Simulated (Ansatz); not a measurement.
Consider this model of amorphous Hf17O36Al.

```xyz
54
Lattice="9.0175 -0.0445 -0.0732 -0.0445 9.0083 0.2583 -0.0732 0.2583 8.7945" Properties=species:S:1:pos:R:3 pbc="T T T"
Hf     6.3008     4.7944     6.6091
Hf     1.9118     4.5565     2.3309
Hf     4.6350     3.0207     1.5966
Hf     8.3816     2.1807     6.0953
Hf     5.3066     8.7749     6.5621
Hf     4.9913     6.3436     3.4433
Hf     3.1178     2.3542     4.4842
Hf     7.7262     4.3077     3.3001
Hf     3.3656     8.7206     2.3135
Hf     3.3485     5.1168     7.6934
Hf     2.3382     1.7774     7.5505
Hf     6.2623     6.8562     0.2804
Hf     8.1168     2.1363     0.6304
Hf     1.2638     7.7248     8.7861
Hf     1.7795     7.9228     5.2122
Hf     6.4383     1.0819     3.4876
Hf     8.5357     7.5484     2.5674
O      5.3446     5.2383     8.5792
O      6.9156     0.8805     5.6131
O      0.2804     3.4784     1.5826
O      3.8908     1.2642     6.2484
O      4.7022     7.3343     1.6517
O      3.1125     6.9960     3.8303
O      8.3950     7.1216     0.3354
O      2.7919     0.0910     0.1628
O      5.9308     8.9605     8.3960
O      5.0552     2.4942     3.9241
O      0.2344     1.6130     8.0978
O      7.9799     2.4244     4.0029
O      6.6870     3.1968     1.8179
O      6.4396     6.8308     6.9047
O      2.7278     0.4540     3.8856
O      4.9690     1.0117     1.8836
O      1.5661     8.7135     7.0534
O      8.4166     4.2960     5.6234
O      2.2047     5.6988     0.5036
O      6.3021     5.1308     4.5108
O      3.6160     3.1527     8.6455
O      6.8791     6.2375     2.2818
O      4.0578     7.1340     7.0710
O      1.7398     6.1937     6.3698
O      7.1851     3.1574     7.6314
O      1.3456     7.9591     1.9929
O      4.4387     4.3423     6.1819
O      5.5625     8.2571     4.3253
O      7.7765     0.4800     1.9090
O      4.0671     4.8003     2.4387
O      0.2894     5.6164     3.1347
O      1.7746     3.8317     7.2395
O     -0.0320     8.0416     4.5178
O      2.7310     2.6289     2.4230
O      2.0769     4.1641     4.3690
O      1.3053     1.9830     5.6525
Al     1.1442     4.6441     5.7974
```

These are PBE, scalar-relativistic without spin-orbit coupling (plane waves to 420 eV, PAW; Ansatz, a program for electronic structure) values and carry that method's errors. The usual formal charges leave 1 holes over, so the level spacing at the Fermi energy parts defect or band states and needn't be the band gap. In the spin-polarised cell the level spacing at the Fermi energy can part levels of unlike spin.

It comes from a melt-quench run on a machine-learned potential (CHGNet), relaxed afterwards by DFT. O atoms were pushed apart under 1.9 Å during the dynamics, to hinder bonds among them. The hot cell started wider than the set density and was brought back towards it in steps. It is the lowest in DFT energy of 2 quenches. It is a model cell: composition and starting density were chosen by hand, and all elements were melted together. No dispersion term was used. Its density started from a set value of 8.68 and ended at 8.46 g/cm³. The quench (nominally 300 K/ps over its main leg) was far faster than any real one, so the model tends to hold more defects than a real film. One small periodic cell is one sample of the glass; other quenches scatter about these values. Volume and shape were free in the relaxation.

Bonds are counted up to Hf-Hf 3.34 Å, Hf-O 2.58 Å, Hf-Al 3.00 Å, O-O 1.58 Å, O-Al 2.24 Å, Al-Al 2.66 Å. Two cations that share two anions don't count as bonded, nor two that share one unless they lie closer than Hf-Hf 3.25 Å, Hf-Al 2.92 Å, Al-Al 2.59 Å.

Q: Give the coordination numbers, mean bond lengths and angles.

A: 
The mean coordination of Hf by anions is 6.00 (3 with 5, 11 with 6, 3 with 7) and the mean coordination of O comes out as 2.94 (4 with 2, 30 with 3, 2 with 4). The mean coordination of Al by anions is 4.00 (1 with 4) and the mean Hf-O bond comes out as 2.126 Å (spread 0.109 Å, 102 counted). The mean O-Al bond is 1.768 Å (spread 0.007 Å, 4 counted). The bond angle at Hf is mean 103.1°, spread 28.6° and the bond angle at O is mean 115.8°, spread 18.4°. The bond angle at Al is mean 109.0°, spread 9.0°.

Q: Which atoms depart from the most common coordination of their element?

A: Hf8 has 7 (O29 2.03 Å, O48 2.04 Å, O37 2.04 Å, O30 2.12 Å, O39 2.34 Å, O35 2.42 Å, O20 2.54 Å); Hf10 has 7 (O44 2.02 Å, O49 2.08 Å, O36 2.18 Å, O18 2.19 Å, O38 2.20 Å, O40 2.23 Å, O41 2.35 Å); Hf11 has 7 (O25 2.04 Å, O21 2.09 Å, O49 2.15 Å, O53 2.17 Å, O38 2.17 Å, O28 2.18 Å, O34 2.32 Å); Hf13 has 5 (O20 1.96 Å, O28 2.03 Å, O46 2.12 Å, O42 2.13 Å, O30 2.14 Å); Hf14 has 5 (O34 2.02 Å, O24 2.03 Å, O36 2.03 Å, O43 2.06 Å, O25 2.20 Å); Hf15 has 5 (O50 1.94 Å, O34 2.02 Å, O32 2.08 Å, O41 2.08 Å, O23 2.13 Å); O26 has 2 (Hf5 1.95 Å, Hf12 1.98 Å); O35 has 4 (Al54 1.77 Å, Hf4 2.17 Å, Hf1 2.39 Å, Hf8 2.42 Å); O39 has 4 (Hf17 2.13 Å, Hf12 2.18 Å, Hf6 2.22 Å, Hf8 2.34 Å); O40 has 2 (Hf5 2.12 Å, Hf10 2.23 Å); O44 has 2 (Hf1 1.96 Å, Hf10 2.02 Å); O50 has 2 (Hf15 1.94 Å, Hf17 1.98 Å).

Q: List the pairs of like atoms that count as bonded by the rules above.

A: There are none by these rules.

Q: What Bader charges do the atoms carry, from a run on the zone centre alone?

A: Means (range): Hf +2.61 e (+2.58 to +2.64), O -1.30 e (-1.49 to -1.02), Al +2.52 e (+2.52 to +2.52).
```
atom  charge (e)
----  ----------
Hf1        +2.59
Hf2        +2.64
Hf3        +2.59
Hf4        +2.60
Hf5        +2.60
Hf6        +2.62
Hf7        +2.63
Hf8        +2.62
Hf9        +2.62
Hf10       +2.62
Hf11       +2.64
Hf12       +2.60
Hf13       +2.61
Hf14       +2.58
Hf15       +2.61
Hf16       +2.60
Hf17       +2.59
O18        -1.32
O19        -1.29
O20        -1.27
O21        -1.31
O22        -1.27
O23        -1.31
O24        -1.31
O25        -1.28
O26        -1.20
O27        -1.29
O28        -1.32
O29        -1.29
O30        -1.34
O31        -1.12
O32        -1.30
O33        -1.29
O34        -1.26
O35        -1.49
O36        -1.33
O37        -1.29
O38        -1.30
O39        -1.36
O40        -1.02
O41        -1.46
O42        -1.32
O43        -1.28
O44        -1.23
O45        -1.35
O46        -1.33
O47        -1.31
O48        -1.32
O49        -1.44
O50        -1.24
O51        -1.28
O52        -1.44
O53        -1.30
Al54       +2.52
```
